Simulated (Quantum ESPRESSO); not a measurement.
**Short convergence ladders for Cd₃Pt (I4mm, 4 atoms in the cell)**

```
Cd3Pt
1.0
   -2.08638     2.08638     4.33726
    2.08638    -2.08638     4.33726
    2.08638     2.08638    -4.33726
Cd Pt
3 1
Direct
  0.75000   0.25000   0.50000
  0.25000   0.75000   0.50000
  0.50576   0.50576   0.00000
  0.00000   0.00000   0.00000
```

Base method: LDA (PZ), GBRV 1.5 ultrasoft (LDA) pseudopotentials (plane waves; Quantum ESPRESSO).

Base settings: ecutwfc = 40 Ry; ecutrho = 320 Ry; occupations = smearing; smearing = fermi-dirac; degauss = 0.0073499 Ry; potentials = {Cd: cd_lda_v1.uspp.F.UPF, Pt: pt_lda_v1.4.uspp.F.UPF}; K_POINTS = automatic 4 4 4 0 0 0; conv_thr = 1e-09 Ry; mixing_beta = 0.3.

The count of work is k-points × plane waves × bands × iterations; it is no time. Core times come from one kind of shared machine, to one figure; runs under 30 s give none.

**The plane-wave cutoff**

Moved along: ecutrho.

The mesh stays at the base's, so the ladder's end is converged at best in this setting alone.

Only quantities that move along the ladder and can be compared are tabulated.

| ecutwfc | free energy less the last step's (meV/atom) | pressure (GPa) | largest difference of a force vector from the last step's (eV/Å) | count of work / last | core time / last (rough) |
|---|---|---|---|---|---|
| 14 Ry | 35734.26 | -1108.59 | 0.847 | 0.066 | – |
| 18 Ry | 7216.46 | -312.25 | 0.142 | 0.10 | – |
| 22 Ry | 1278.82 | -79.81 | 0.027 | 0.11 | – |
| 28 Ry | 171.59 | -11.48 | 0.000 | 0.17 | 0.2 |
| 36 Ry | 113.73 | -9.39 | 0.001 | 0.25 | 0.3 |
| 40 Ry | 95.14 | -8.75 | 0.001 | 0.29 | 0.2 |
| 48 Ry | 85.89 | -8.57 | 0.001 | 0.38 | 0.3 |
| 96 Ry | 0.00 | -8.53 | 0.000 | 1.0 | 1 |

Coarsest ecutwfc that holds the forces within 0.01 eV/Å of the last step, with all finer ones: 28 Ry, at 0.17 of the last step's count of work and about 0.2 of the last step's time; the step before is off by 0.027 eV/Å.

Coarsest ecutwfc that holds the free energy within 5 meV/atom: not settled: the last two steps still differ by 86 meV/atom, over half the tolerance, so the ladder does not show it.

Coarsest ecutwfc that holds the pressure within 0.5 GPa of the last step, with all finer ones: 40 Ry, at 0.29 of the last step's count of work and about 0.2 of the last step's time; the step before is off by 0.86 GPa.

At the lowest cutoff the pressure lies 1100 GPa under the last step's, the usual sign of Pulay stress in an incomplete plane-wave basis.

**The cutoff for other potential files**

Level: DFT, LDA (PZ), plane waves, PSlibrary ultrasoft (LDA) pseudopotentials.

In this ladder: pseudopotentials = {Cd: Cd.pz-n-rrkjus_psl.1.0.0.UPF, Pt: Pt.pz-n-rrkjus_psl.1.0.0.UPF}. Moved along: ecutrho.

The second cell is the first with its lattice scaled by 0.98.

The mesh stays at the base's, so the ladder's end is converged at best in this setting alone.

Only quantities that move along the ladder and can be compared are tabulated.

| ecutwfc | free energy less the last step's (meV/atom) | energy of the compressed cell less the first (meV/atom) | pressure (GPa) | largest difference of a force vector from the last step's (eV/Å) | count of work / last | core time / last (rough) |
|---|---|---|---|---|---|---|
| 20 Ry | 20523.00 | 80.04 | -844.60 | 0.194 | 0.14 | 0.2 |
| 25 Ry | 3172.46 | -16.25 | -186.29 | 0.194 | 0.20 | 0.2 |
| 31 Ry | 260.95 | -37.96 | -26.60 | 0.001 | 0.22 | 0.2 |
| 45 Ry | 57.38 | -36.74 | -9.72 | 0.001 | 0.42 | 0.5 |
| 68 Ry | 6.41 | -36.77 | -8.26 | 0.000 | 0.71 | 0.7 |
| 90 Ry | 0.00 | -36.75 | -8.23 | 0.000 | 1.0 | 1 |

Coarsest ecutwfc that holds the free energy within 5 meV/atom: not settled: the last two steps still differ by 6.4 meV/atom, over half the tolerance, so the ladder does not show it.

Coarsest ecutwfc that holds the forces within 0.01 eV/Å of the last step, with all finer ones: 31 Ry, at 0.22 of the last step's count of work and about 0.2 of the last step's time; the step before is off by 0.19 eV/Å.

Coarsest ecutwfc that holds the pressure within 1 GPa of the last step, with all finer ones: 68 Ry; the step before is off by 1.5 GPa.

At the lowest cutoff the pressure lies 836 GPa under the last step's, the usual sign of Pulay stress in an incomplete plane-wave basis.

**The relaxed cell against the cutoff**

On Cd₃Pt (I4/mmm, 4 atoms in the cell): atoms on their sites.

In this ladder: calculation = vc-relax; tprnfor = default; tstress = default. Moved along: ecutrho.

The mesh stays at the base's, so the ladder's end is converged at best in this setting alone.

Only quantities that move along the ladder and can be compared are tabulated.

| ecutwfc | relaxed volume (Å³/atom) | relaxation steps | core time / last (rough) |
|---|---|---|---|
| 20 Ry | 14.473 | 4 | 0.2 |
| 24 Ry | 16.370 | 4 | 0.2 |
| 28 Ry | 17.319 | 6 | 0.3 |
| 40 Ry | 17.453 | 7 | 0.5 |
| 60 Ry | 17.355 | 7 | 1 |

Coarsest ecutwfc that holds the relaxed volume within 0.087 Å³/atom: not settled: the last two steps still differ by 0.099 Å³/atom, over half the tolerance, so the ladder does not show it.

At the lowest cutoff the cell relaxes to a volume 17 % smaller than at the highest.

On the base run: the starting cell comes from a database of computed structures (which also holds hypothetical and non-ambient phases and stackings), without a prior relaxation at this level. Its lattice was rescaled by up to half a per cent. One atom was moved a little off its site on purpose. Spin polarisation is off. Without a gap this mesh is coarse (it stands for a supercell whose shortest vector is 17 Å).
